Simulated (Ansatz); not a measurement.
Consider ScPt3 in the Cu3Au type structure (space group Pm-3m, No. 221; a = 3.953 Å; relaxed with 0.1 eV smearing).

Now apply this change: an isotropic linear strain of −5.04 %, atoms relaxed at fixed cell.

Levels (all Ansatz, an electronic-structure program, PAW): PBEsol (420 eV, no SOC); PBEsol+SOC (420 eV, spin-orbit coupling included).

The geometry is relaxed with PBEsol.

| Quantity | Result |
|---|---|
| PBEsol pressure | 51.8 GPa |

Task: What does PBEsol+SOC give at this geometry for the pressure?

Result: The pressure falls by 0.8 GPa to 51.0 GPa.

Single points use the geometry relaxed with PBEsol. The spin-orbit shifts are approximate. Stability against distortions was not tested. The runs without spin-orbit coupling are not spin-polarised.
